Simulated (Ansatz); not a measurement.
The reference is CdSiP2 in the chalcopyrite structure (space group I-42d, No. 122).

```yaml
crystal:
  lattice:
    - [-2.86195, 2.86195, 5.29123]
    - [2.86195, -2.86195, 5.29123]
    - [2.86195, 2.86195, -5.29123]
  atoms:
    - { symbol: Cd, position: [0.75000, 0.25000, 0.50000] }
    - { symbol: Cd, position: [0.00000, 0.00000, 0.00000] }
    - { symbol: Si, position: [0.25000, 0.75000, 0.50000] }
    - { symbol: Si, position: [0.50000, 0.50000, 0.00000] }
    - { symbol: P, position: [0.17057, 0.12500, 0.54557] }
    - { symbol: P, position: [0.57943, 0.62500, 0.45443] }
    - { symbol: P, position: [0.37500, 0.82943, 0.95443] }
    - { symbol: P, position: [0.87500, 0.42057, 0.04557] }
```

Cartesian axes are those of the cell as printed.

Level of theory: PBE/PAW in Ansatz (a program for electronic structure), no SOC.

Before the change:

| Quantity | Value |
|---|---|
| Gap character | direct at Γ |
| Valence-band top at Γ | 0.00, -0.25, -0.25 eV |

Perturbation: compressive biaxial strain of 0.99 % in the plane normal to [001], as in epitaxy on a mismatched substrate; the out-of-plane cell vector and the atoms relax.

Q: Estimate the effect on the gap character.

A: The gap character stays direct at Γ.

Q: What happens to the valence-band top at Γ?

A: The valence-band top at Γ (three highest levels, from the VBM) changes from 0.00, -0.25, -0.25 eV to 0.00, -0.18, -0.18 eV.

Q: Estimate the effect on the out-of-plane strain.

A: The out-of-plane strain amounts to +1.14 %.

Stability against distortions was not tested.
